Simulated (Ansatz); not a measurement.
Ansatz (an electronic-structure program) run on NbFeB (P-6m2, 3 atoms in the cell): self-consistent single point.

Computed with PBEsol, PAW files made with PBE (plane waves; Ansatz).

The change in words: lattice scaled by 0.98. Reference geometry:
```xyz
3
Lattice="3.6850 0.0000 0.0000 -1.8425 3.1913 0.0000 0.0000 0.0000 2.9580" Properties=species:S:1:pos:R:3 pbc="T T T"
Nb     0.0000     0.0000     0.0000
Fe     0.0000     2.1276     1.4790
B      1.8425     1.0638     1.4790
```

Reference input (self-consistent single point, DFT, PBEsol, plane waves, PAW files made with PBE): kpoints.mp_grid.grid = 14 14 15; hamiltonian.xc = pbesol; hamiltonian.pseudopotentials = {kind: paw} (the program's default PAW files); scf.occupations.method = fermi_dirac; scf.occupations.width = 0.01 Ry. This run's input differs from it in these lines:

```diff
@@ -2,5 +2,5 @@
   lattice:
-    - [3.685030, 0.000000, 0.000000]
-    - [-1.842515, 3.191330, 0.000000]
-    - [0.000000, 0.000000, 2.958040]
+    - [3.611329, 0.000000, 0.000000]
+    - [-1.805665, 3.127503, 0.000000]
+    - [0.000000, 0.000000, 2.898879]
   atoms:
```

The program printed (abridged):

```
SCF iter   1: F=—  HF=-9100.211225 eV  |F-HF|=—  |Δ(HF+E_count)|=         —  Δρ=1.38e-1  dr2=1.15e1  ethr=3.10e-3  ⟨swp⟩=4.1  Hψ=14719  notcnv=0
all-band conjugate gradients solve this SCF's bands
preconditioner: auto → none
SCF iter   2: F=—  HF=-9099.081792 eV  |F-HF|=—  |Δ(HF+E_count)|=    1.13e0  Δρ=1.36e-1  dr2=9.70e0  ethr=3.10e-3  ⟨swp⟩=2.7  Hψ=7880  notcnv=0
   [... lines left out ...]
SCF iter   8: F=—  HF=-9097.698107 eV  |F-HF|=—  |Δ(HF+E_count)|=   8.38e-6  Δρ=2.09e-5  dr2=1.93e-7  ethr=3.52e-8  ⟨swp⟩=2.1  Hψ=5106  notcnv=0
SCF iter   9: F=-9097.698107 eV  HF=-9097.698107 eV  |F-HF|=2.38e-9  |Δ(HF+E_count)|=   2.14e-8  Δρ=4.36e-6  dr2=2.72e-9  ethr=3.13e-10  ⟨swp⟩=4.4  Hψ=13957  notcnv=0
the search or the solves at the SCF's close seem to have found levels that the self-consistency loop had missed (the run counts 2) …
SCF 1 converged in 9 iterations: F = -9097.698107 eV  dr2 = 2.72e-9
Free energy (F): -9097.698107 eV
Internal energy: -9097.556812 eV  (E = F + TS)
E sigma→0 (E₀):  -9097.627459 eV
Entropy (-TS):   -0.141295 eV (-47.098 meV/atom)
Fermi energy:    18.702879 eV
--- Forces (eV/Å), atoms counted from 1 ---
  atom   1  Nb    -0.00000000    -0.00000000     0.00000000
   [... zero for the other atoms too ...]
--- Stress (GPa, compression-positive) ---
        6.775414      -0.000000       0.000000
       -0.000000       6.775414       0.000000
        0.000000       0.000000       6.317981
  P = ⅓ Tr σ = 6.6229 GPa (66.229 kbar)
  The stress holds the Pulay correction. Without it, at fixed plane waves, as pw.x and ABINIT print it: P = 6.5066 GPa
```

The run converged in 9 iterations. Against the reference run the free energy drops by 6.9 meV/atom and the pressure goes from -9.03 to 6.62 GPa.

The starting cell comes from a database of computed structures (which also holds hypothetical and non-ambient phases and stackings), without a prior relaxation at this level. For this run, on top of that: lattice scaled by 0.98. Spin polarisation is off. With a pressure of about 7 GPa the cell is away from its equilibrium volume at this level. Ansatz's pressure includes its estimate of the finite-basis (Pulay) stress.

Keys are those of Ansatz 0.2.
